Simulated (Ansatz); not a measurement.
Short convergence ladders for AlNi (Cmm2, 2 atoms in the cell)

```yaml
crystal:
  lattice:
    - [1.93288, -1.94733, 0.00000]
    - [1.93288, 1.94733, 0.00000]
    - [0.00000, 0.00000, 3.09013]
  atoms:
    - { symbol: Al, position: [0.00000, 0.00000, 0.01618] }
    - { symbol: Ni, position: [0.50000, 0.50000, 0.50000] }
```

Base method: PBEsol, PAW files made with PBE (plane waves; Ansatz, a program for electronic structure).

Base settings: basis.ecutwfc = 30.9 Ry; kpoints.mp_grid.grid = 12 12 11; hamiltonian.xc = pbesol; hamiltonian.pseudopotentials = {kind: paw} (the program's default PAW files); scf.occupations.method = gaussian; scf.occupations.width = 0.0073 Ry.

**The width of Fermi-Dirac smearing**

In this ladder: kpoints.mp_grid.grid = 20 20 18; scf.occupations.method = fermi_dirac.

Narrow widths need finer meshes than wide ones, so the last steps can hold mesh noise.

Only quantities that move along the ladder and can be compared are tabulated; pressure and forces are left out, as mesh noise rules them at narrow widths.

```tsv
scf.occupations.width	free energy less the last step's (meV/atom)	energy extrapolated to zero width less the last step's (meV/atom)
0.0735 Ry	-772.98	62.67
0.0367 Ry	-173.21	6.70
0.022 Ry	-60.98	-1.67
0.0147 Ry	-26.91	-0.65
0.0073 Ry	-5.27	0.16
0.0037 Ry	0.00	0.00
```

Widest scf.occupations.width that holds the free energy within 2 meV/atom: not settled: the last two steps still differ by 5.3 meV/atom, over half the tolerance, so the ladder does not show it.

Widest scf.occupations.width that holds the energy extrapolated to zero width within 1 meV/atom of the last step, with all finer ones: 0.0147 Ry; the step before is off by 1.7 meV/atom.

The extrapolation to zero width removes most of the smearing's effect on the energy.

**The width of cold smearing**

In this ladder: kpoints.mp_grid.grid = 20 20 18; scf.occupations.method = cold.

Narrow widths need finer meshes than wide ones, so the last steps can hold mesh noise.

Only quantities that move along the ladder and can be compared are tabulated; pressure and forces are left out, as mesh noise rules them at narrow widths.

| scf.occupations.width | free energy less the last step's (meV/atom) |
|---|---|
| 0.0367 Ry | 3.18 |
| 0.022 Ry | 2.07 |
| 0.0147 Ry | 0.93 |
| 0.0073 Ry | 0.19 |
| 0.0037 Ry | 0.00 |

Widest scf.occupations.width that holds the free energy within 0.5 meV/atom of the last step, with all finer ones: 0.0073 Ry; the step before is off by 0.93 meV/atom.

On the base run: the starting cell comes from a database of computed structures (which also holds hypothetical and non-ambient phases and stackings), without a prior relaxation at this level. Its lattice was rescaled by up to half a per cent. One atom was moved a little off its site on purpose. Spin polarisation is off. Ansatz's pressure includes its estimate of the finite-basis (Pulay) stress.

Left out of this page: 4 runs of the series outside the window shown, repeating another row's setting, or not comparable; 1 run of the series unsound by tests on forces, stress, charge or solver warnings.

Keys are those of Ansatz 0.2.
